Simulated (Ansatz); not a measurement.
NbSi2 (model structure, started from the AlB2 type, P6/mmm, No. 191, 3 atoms in the cell), treated with LDA (Ansatz, a first-principles code, PAW).

Run with plane-wave cutoff 520 eV, 18×18×12 k mesh (along the axes of the cell as run), Fermi–Dirac smearing 0.05 eV, no spin polarisation, scalar-relativistic PAW data made under PBE.

Cell (relaxed at this level):

```cif
data_NbSi2
_chemical_formula_sum 'Nb1 Si2'
_space_group_name_H-M_alt 'P 1'
_space_group_IT_number 1
_cell_length_a 4.34125
_cell_length_b 4.34125
_cell_length_c 2.61550
_cell_angle_alpha 90.000
_cell_angle_beta 90.000
_cell_angle_gamma 120.000
loop_
_space_group_symop_operation_xyz
  'x, y, z'
loop_
_atom_site_label
_atom_site_type_symbol
_atom_site_fract_x
_atom_site_fract_y
_atom_site_fract_z
_atom_site_occupancy
Nb1 Nb 0.00000 0.00000 0.00000 1
Si1 Si 0.33333 0.66667 0.50000 1
Si2 Si 0.66667 0.33333 0.50000 1
```

Problem. Give the computed bulk modulus B0.

Solution. 
bulk modulus B0: 166 GPa

Note: the run has no spin polarisation, so it can have missed a magnetic state; the bulk modulus is −V dP/dV from two relaxed cells at ±2 % in volume; the relaxation could raise the start's symmetry but not lower it, so the cell can be a saddle point.

Static lattice: no zero-point or thermal effects.

Computing time: about 3.0 core-minutes (a rough figure).

A model structure was made by putting elements into a prototype or built by hand; it is no filed structure, need not be a known phase, and can be a saddle point held by its symmetry.
